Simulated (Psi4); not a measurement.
Psi4 1.11, unrestricted B3LYP/def2-svpd: C[Si](C)C, charge 0, multiplicity 2, 13 atoms. The geometry is a generated start, not checked to be a minimum at this level.

```yaml
task: energy
method: b3lyp
basis: def2-svpd
memory: 3 GB
maxiter: 100
keys_of_the_molecule_block: symmetry c1
scf_type: df (default)
e_convergence: 1e-06 (default)
d_convergence: 1e-06 (default)
dft_radial_points: 75 (default)
dft_spherical_points: 302 (default)
basis_functions: 156
grid_points: 279966
```

```xyz
13

C     -0.4324     1.7271     0.2895
Si    -0.1071    -0.1213     0.6386
C      1.7079    -0.5483     0.2304
C     -1.2965    -1.2035    -0.3897
H     -0.1693     1.9737    -0.7381
H      0.1565     2.3662     0.9401
H     -1.4782     1.9813     0.4335
H      1.9178    -0.3594    -0.8218
H      1.9254    -1.5937     0.4225
H      2.3991     0.0488     0.8165
H     -1.1494    -1.0320    -1.4556
H     -1.1394    -2.2611    -0.2026
H     -2.3343    -0.9779    -0.1633
```

Charge 0 and multiplicity 2 are set for this test and not shown to be the ground state.

With the defaults (diis = true, scf_initial_accelerator = adiis, damping_percentage = 0, level_shift = 0, level_shift_cutoff = 0.01, guess = auto, which took SAD, diis_max_vecs = 10, soscf = false, soscf_start_convergence = 0.01) it converges in 8 SCF iterations. One run each on 2 threads, with these changes:
- diis_max_vecs = 3
- scf_initial_accelerator = none
- soscf = true, soscf_start_convergence = 0.001
- guess = huckel
- level_shift = 0.1, level_shift_cutoff = 0.001
- damping_percentage = 20
- diis_max_vecs = 20
- scf_initial_accelerator = ediis
- diis = false, scf_initial_accelerator = none, damping_percentage = 60

Task: Which runs fail or end elsewhere than the default run?

Result: No convergence: diis = false, scf_initial_accelerator = none, damping_percentage = 60 (the run ends without SCF convergence in 100 iterations). The rest reach the solution of the defaults.

```tsv
setting	SCF iterations	JK calls	end
soscf = true, soscf_start_convergence = 0.001	6	17	same solution
the defaults	8	9	same solution
scf_initial_accelerator = ediis	8	9	same solution
level_shift = 0.1, level_shift_cutoff = 0.001	8	9	same solution
diis_max_vecs = 20	8	9	same solution
scf_initial_accelerator = none	8	9	same solution
guess = huckel	9	25	same solution
diis_max_vecs = 3	9	10	same solution
damping_percentage = 20	19	20	same solution
diis = false, scf_initial_accelerator = none, damping_percentage = 60	100	101	no convergence
```

An SOSCF iteration holds several JK calls; a Hückel guess adds calls on atoms.
